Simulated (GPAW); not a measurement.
Band structure of SrO (Fm-3m, 2 atoms in the cell).

```
CELL_PARAMETERS angstrom
      0.00000     2.58000     2.58000
      2.58000     0.00000     2.58000
      2.58000     2.58000     0.00000
ATOMIC_POSITIONS crystal
  Sr 0.00000 0.00000 0.00000
  O  0.50000 0.50000 0.50000
```

Computed with PBE, GPAW PAW datasets PBE (gpaw-data 1.0.1) (plane waves; GPAW 25.7.0).

Settings: mode = pw; ecut = 950 eV; xc = PBE; kpts = 8 8 8; mesh shift (steps) = 0 0 0; occupations.name = fermi-dirac; occupations.width = 0.05 eV; nbands = -8; convergence.bands = -6; symmetry.symmorphic = false; symmetry.tolerance = 0.0005; maxiter = 100; bandpath_npoints = 40.

The starting cell has typed, rounded lattice constants, without a prior relaxation at this level.

Task: Predict the gap along the standard path and the places of the band edges.

Result: The gap along the path is 3.37 eV, from Γ to X; the smallest direct gap on it is 3.45 eV.

Levels in eV from the top of the valence band on the SCF mesh, bands 5 to 12:
```
point       5      6      7      8     9    10     11     12
-----  ------  -----  -----  -----  ----  ----  -----  -----
Γ      -13.98   0.00   0.00   0.00  3.94  6.27   6.27   6.27
X      -14.34  -0.43  -0.09  -0.09  3.37  7.79  10.18  10.24
W      -13.41  -1.08  -0.42  -0.42  6.04  6.04   8.61  11.12
K      -13.57  -0.92  -0.54  -0.46  4.83  7.88   8.71  10.15
L      -12.81  -2.11  -1.06  -1.06  6.56  8.33   8.86   8.86
U      -13.57  -0.92  -0.54  -0.46  4.83  7.88   8.71  10.15
```
